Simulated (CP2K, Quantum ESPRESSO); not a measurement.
# Equation of state of wurtzite CdSe (space group 186): energy against volume (CP2K, PBE)

```
CdSe
1.0
    4.28706     0.00000     0.00000
   -2.14353     3.71270     0.00000
    0.00000     0.00000     6.98890
Cd Se
2 2
Cartesian
  0.00000   2.47514   0.00000
  2.14353   1.23757   3.49445
  0.00000   2.47514   2.62783
  2.14353   1.23757   6.12228
```

Method of the run: PBE, GPW, DZVP-MOLOPT-SR-GTH basis, GTH-PBE potentials (GTH_POTENTIALS) run with CP2K. Settings: CUTOFF = 650 Ry; REL_CUTOFF = 60 Ry; SMEAR/METHOD = FERMI_DIRAC; ELECTRONIC_TEMPERATURE = 116.05 K; KPOINTS/SCHEME = MONKHORST-PACK 10 10 6; GAMMA_CENTERED = T; XC_FUNCTIONAL = PBE; Cd/BASIS_SET = DZVP-MOLOPT-SR-GTH; Cd/POTENTIAL = GTH-PBE-q12; Se/BASIS_SET = DZVP-MOLOPT-SR-GTH; Se/POTENTIAL = GTH-PBE-q6; METHOD = GPW; EPS_DEFAULT = 1e-10; NGRIDS = 5; SCF_GUESS = ATOMIC; EPS_SCF = 1e-06. The cell above is the first row's. The rows scale it uniformly. In all rows fractional positions and the k mesh are held. E is the free energy at the stated smearing, counted from the lowest row.

```csv
V (Å^3/atom),E (meV/atom)
27.8099,31.00
28.4144,16.76
29.0190,7.16
29.6235,1.73
30.2281,0.00
30.8327,1.60
31.4372,6.17
32.0418,13.40
32.6463,?
```

Question: Using the third-order Birch-Murnaghan form, a cubic in V^(-2/3), estimate the missing E at V = 32.6463 from the other rows, showing the fit.

Answer: With u = V^(-2/3) - 0.1039, the rows have u = 0.0050433, 0.0034926, 0.0019957, 0.0005502, -0.0008473, -0.0021989, -0.0035068, -0.0047737. Least squares gives E = 0.635 + 1495.5·u + 885053·u² + 2430520·u³. Residuals (row less fit): 0.000, 0.002, -0.004, 0.004, -0.002, 0.000, 0.000, 0.000; standard error 0.003 (degrees of freedom: 4). Its minimum lies at u = -0.0008478, so V0 = (0.1030522)^(-3/2) = 30.23. There d²E/du² = 1758000 and d³E/du³ = 1.458e7, so B0 = (4/9) × 30.23^(-7/3) × 1758000 × 0.160218 = 44.0 GPa (the last factor turns the table's units into GPa), and B0' = 4 + (2/3) × 0.1030522 × (1.458e7)/1758000 = 4.6. The program's pressures in the fitted runs (not shown) pass through zero at V = 30.23, 0.00 % from this V0. At the withheld row, u = -0.0060012, so E = 0.635 + 1495.5 × (-0.0060012) + 885053 × (-0.0060012)² + 2430520 × (-0.0060012)³ = 23.010 meV/atom. The calculation gives 23.00 meV/atom, 0.010 meV/atom below the prediction (under 0.05 % of the range of E in the table). The row lies outside the fitted rows, so this is an extrapolation. From the scatter of the fitted rows alone, a prediction at this place has a standard error of 0.007 meV/atom, so the miss is 1.3 times that.

Carrying the step between the two nearest rows on in a straight line would have given 20.63, off by 2.37; series whose last step already gives the withheld value aren't shown. The reference cell has the volume at which an earlier scan in this program and functional put its minimum by a fit (its basis settings may differ); axis ratios and inner coordinates come from a measured-size cell. The runs keep the symmetry of the cell, so they don't test it for distortions. A plane-wave scan with the same functional (Quantum ESPRESSO, GBRV) gives V0 = 29.88 Å^3/atom and B0 = 44.7 GPa; a Birch-Murnaghan fit to all rows here lies 1.2 % from it in V0 and -2 % in B0; the two differ in basis, and may differ in potentials and mesh. Values carry the incompleteness of an atom-centred basis. The shape of the cell and the inner coordinates aren't relaxed, so V0 and B0 belong to this uniform scaling; a relaxed crystal lies no higher in energy and is usually softer. Cutoffs and mesh are single choices, not tested for convergence of this quantity. Series with a scatter that would blur these digits, or in which a gap closes, are not shown. Nor are scans whose minimum lies at an end fitted in this form.
